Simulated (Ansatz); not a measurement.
## What Y → Dy does to hypothetical zinc blende YAs

The parent structure is YAs in the zinc blende structure (space group F-43m, No. 216; a = 6.391 Å; a hypothetical phase, not in the database extracts checked).

One thing is altered: every Y is replaced by Dy; the structure is relaxed again.

The values are results of PBEsol, PAW, 420 eV (Ansatz, a quantum-chemistry and plane-wave program; scalar-relativistic without spin-orbit coupling), not measurements. k-mesh 13×13×13 (Γ-centred); smearing 0.05 eV (Fermi–Dirac), for the changed cell.

The volume per atom goes up by 0.25 Å³, from 32.63 Å³ to 32.88 Å³ and the density rises by 1.83 g/cm³ to 6.00 g/cm³. The lattice parameter a rises by 0.016 Å to 6.407 Å and the space group remains F-43m (No. 216). The shortest interatomic distance increases by 0.007 Å, from 2.767 Å to 2.774 Å and the magnetic state goes from not spin-polarised to ferromagnetic.

Final structure:

```
CELL_PARAMETERS angstrom
      0.00000     3.20359     3.20359
      3.20359     0.00000     3.20359
      3.20359     3.20359     0.00000
ATOMIC_POSITIONS crystal
  As 0.75000 0.75000 0.75000
  Dy 0.00000 0.00000 0.00000
```

Cost of the whole job for the changed cell (relaxation, final SCF and bands): roughly 4 core-minutes.

Other magnetic orders, which the real material may have, were not ruled out. Open 4f shells without U are poorly described, and the f state was not checked. Stability against distortions was not tested. As relaxed here, DyAs is a hypothetical phase, not in the database extracts checked.
